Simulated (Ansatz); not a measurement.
**A computed series for Al: response to strain**

Base system: Al in the fcc (Cu type) structure (space group Fm-3m, No. 225; a = 3.984 Å; relaxed with 0.1 eV smearing).

Strains are applied to the cell and any free atomic positions relax.

All numbers come from Kohn–Sham DFT with the LDA functional, run in Ansatz (a quantum-chemistry and plane-wave program) with PAW and 420 eV plane waves, no spin-orbit coupling.

Candidates:
(a) isotropic strain −0.50 %
(b) isotropic strain +1.00 %
(c) isotropic strain −2.50 %

Notes on the quantities. energy relative to the base: free energy F.

Question: Order them by energy relative to the base, highest first.

Answer: (c) isotropic strain −2.50 % (+25 meV/atom), (b) isotropic strain +1.00 % (+3.6 meV/atom), (a) isotropic strain −0.50 % (+1.0 meV/atom)

Whether these cells are dynamically stable was not tested.
